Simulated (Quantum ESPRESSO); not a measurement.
Quantum ESPRESSO run on LaBi₃ (Pm-3m, 4 atoms in the cell): self-consistent single point.

Method of the run: LDA (PZ), SSSP 1.1.2 efficiency (PBE) pseudopotentials (plane waves; Quantum ESPRESSO).

```
CELL_PARAMETERS angstrom
      4.98620     0.00000     0.00000
      0.00000     4.98620     0.00000
      0.00000     0.00000     4.98620
ATOMIC_POSITIONS crystal
  La 0.00000 0.00000 0.00000
  Bi 0.50000 0.00000 0.50000
  Bi 0.00000 0.50000 0.50000
  Bi 0.50000 0.50000 0.00000
```

Reference input (self-consistent single point, DFT, LDA (PZ), plane waves, SSSP 1.1.2 efficiency (PBE) pseudopotentials): ecutwfc = 50 Ry; ecutrho = 400 Ry; occupations = smearing; smearing = fd; degauss = 0.0036749 Ry; input_dft = pz; potentials = {La: La.GGA-PBE-paw-v1.0.UPF, Bi: Bi_pbe_v1.uspp.F.UPF}; K_POINTS = automatic 5 5 5 0 0 0; conv_thr = 1e-11 Ry; mixing_beta = 0.7. This run's input differs from it in these lines:

```diff
@@ -33,3 +33,3 @@
 K_POINTS {automatic}
-5 5 5  0 0 0
+6 6 6  0 0 0
```

Log, with long lists cut:

```
     Self-consistent Calculation

     iteration #  1     ecut=    50.00 Ry     beta= 0.70

     negative rho (up, down):  1.187E-01 0.000E+00

     total energy              =    -999.26703375 Ry
     estimated scf accuracy    <       1.44197203 Ry

     iteration #  2     ecut=    50.00 Ry     beta= 0.70

     negative rho (up, down):  1.253E-01 0.000E+00

     total energy              =    -999.68005476 Ry
     estimated scf accuracy    <       0.19316906 Ry

     iteration #  3     ecut=    50.00 Ry     beta= 0.70

     negative rho (up, down):  1.259E-01 0.000E+00

     total energy              =    -999.70583994 Ry
     estimated scf accuracy    <       0.12116253 Ry

   [... 14 blocks of this kind left out ...]

     iteration # 18     ecut=    50.00 Ry     beta= 0.70

     negative rho (up, down):  1.271E-01 0.000E+00

     total energy              =    -999.74587044 Ry
     estimated scf accuracy    <          1.0E-11 Ry

     iteration # 19     ecut=    50.00 Ry     beta= 0.70

     negative rho (up, down):  1.271E-01 0.000E+00
     End of self-consistent calculation

     the Fermi energy is    12.1498 ev

!    total energy              =    -999.74587044 Ry
     estimated scf accuracy    <          3.0E-14 Ry
     smearing contrib. (-TS)   =      -0.00221134 Ry
     internal energy E=F+TS    =    -999.74365909 Ry

     convergence has been achieved in  19 iterations

     negative rho (up, down):  1.271E-01 0.000E+00

     Forces acting on atoms (cartesian axes, Ry/au):

     atom    1 type  1   force =     0.00000000    0.00000000    0.00000000
   [... zero for the other atoms too ...]

     Total force =     0.000000     Total SCF correction =     0.000000

     negative rho (up, down):  1.271E-01 0.000E+00
          total   stress  (Ry/bohr**3)                   (kbar)     P=      -29.05
  -0.00019745   0.00000000   0.00000000          -29.05        0.00        0.00
   0.00000000  -0.00019745   0.00000000            0.00      -29.05        0.00
   0.00000000   0.00000000  -0.00019745            0.00        0.00      -29.05

   JOB DONE.
```

The run converged in 19 iterations. Against the reference run the free energy goes up by 9.6 meV/atom and the pressure moves little (-3.00 to -2.90 GPa). The full log also holds: “c_bands:  2 eigenvalues not converged”.

The starting cell comes from a database of computed structures (which also holds hypothetical and non-ambient phases and stackings), without a prior relaxation at this level. Its lattice was rescaled by a random factor within 2.5 % of one. Spin-orbit coupling is off.

Cost on one core of a shared machine: roughly 7 min.
